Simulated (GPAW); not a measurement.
Equation of state of CsCl-type RuAl (space group 221): energy against volume (GPAW, PBE)

```yaml
crystal:
  lattice:
    - [2.93683, 0.00000, 0.00000]
    - [0.00000, 2.93683, 0.00000]
    - [0.00000, 0.00000, 2.93683]
  atoms:
    - { symbol: Al, position: [0.50000, 0.50000, 0.50000] }
    - { symbol: Ru, position: [0.00000, 0.00000, 0.00000] }
```

Computed with PBE, GPAW PAW datasets PBE (gpaw-data 1.0.1) (plane waves; GPAW). Settings: mode = pw; ecut = 585 eV; xc = PBE; kpts = 19 19 19; mesh shift (steps) = 0 0 0; occupations.name = fermi-dirac; occupations.width = 0.05 eV; nbands = -8; convergence.density = 1e-05 e/electron; symmetry.symmorphic = false; symmetry.tolerance = 0.0005; maxiter = 100. The cell above is the first row's. The rows scale it uniformly. In all rows fractional positions and the k mesh are held. E is the free energy at the stated smearing, counted from the lowest row.

```csv
V (Å^3/atom),E (meV/atom)
12.665,?
12.940,21.92
13.216,6.85
13.491,0.00
13.766,0.52
14.042,7.64
14.317,20.66
14.592,38.98
14.868,62.04
```

Fit E of the 8 rows that show it with the third-order Birch-Murnaghan form, a cubic in V^(-2/3). With u = V^(-2/3) - 0.173, the rows have u = 0.008431, 0.005896, 0.003456, 0.001098, -0.001190, -0.003398, -0.005535, -0.007614. Least squares gives E = 3.134 - 3060.17·u + 620576·u² + 806565·u³. Residuals (row less fit): -0.009, 0.020, -0.003, -0.003, -0.013, -0.006, 0.033, -0.015; standard error 0.022 (degrees of freedom: 4). Its minimum lies at u = 0.002454, so V0 = (0.175454)^(-3/2) = 13.61. There d²E/du² = 1253000 and d³E/du³ = 4839000, so B0 = (4/9) × 13.61^(-7/3) × 1253000 × 0.160218 = 202 GPa (the last factor turns the table's units into GPa), and B0' = 4 + (2/3) × 0.175454 × (4839000)/1253000 = 4.5. The program's pressures in the fitted runs (not shown) pass through zero at V = 13.60, 0.08 % from this V0.

Q: What does the fit predict for E at V = 12.665, and how far is the calculated value from it?

A: u = 0.011047, so E = 3.134 - 3060.17 × 0.011047 + 620576 × 0.011047² + 806565 × 0.011047³ = 46.148 meV/atom. The calculation gives 46.17 meV/atom, 0.022 meV/atom above the prediction (under 0.05 % of the range of E in the table). The row lies outside the fitted rows, so this is an extrapolation. From the scatter of the fitted rows alone, a prediction at this place has a standard error of 0.066 meV/atom, so the miss is 0.3 times that.

Carrying the step between the two nearest rows on in a straight line would have given 36.94, off by 9.23; series whose last step already gives the withheld value aren't shown. The scan was laid around a cell of about the measured size, scaled by a guess for this functional. The runs keep the symmetry of the cell, so they don't test it for distortions. Spin polarisation is off. Cutoffs and mesh are single choices, not tested for convergence of this quantity. Series with a scatter that would blur these digits, or in which a gap closes, are not shown. Nor are scans whose minimum lies at an end fitted in this form.
